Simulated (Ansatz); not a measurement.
Consider the following.

```yaml
crystal:
  lattice:
    - [4.19715, 0.00000, 0.00000]
    - [2.09858, 3.63484, 0.00000]
    - [2.09858, -1.21161, 3.40148]
  atoms:
    - { symbol: P, position: [0.50082, 0.74959, 0.24877] }
    - { symbol: In, position: [0.99918, 0.00041, 0.00123] }
```

No spin polarisation.

All numbers come from r2SCAN in Ansatz (plane waves to 500 eV, PAW, spin-orbit coupling left out), earlier PAW set. k-mesh 10×10×10 (Γ-centred); smearing 0.05 eV (Fermi–Dirac).

Question: Estimate the electron mass.

Answer: 0.071 mₑ (at Γ).

Question: What space group does the calculation give?

Answer: R3m (No. 160).

The levels and masses belong to the bands next to the band gap. The cells carry an imposed strain or load. Effective masses come from finite differences of ±0.01 Å⁻¹. Stability against distortions was not tested. The cell was made from InP in the zinc blende structure (space group F-43m, No. 216) by this change: biaxial strain +0.48 %, plane normal [111], relaxed out of plane.

Ansatz is a program for electronic structure.
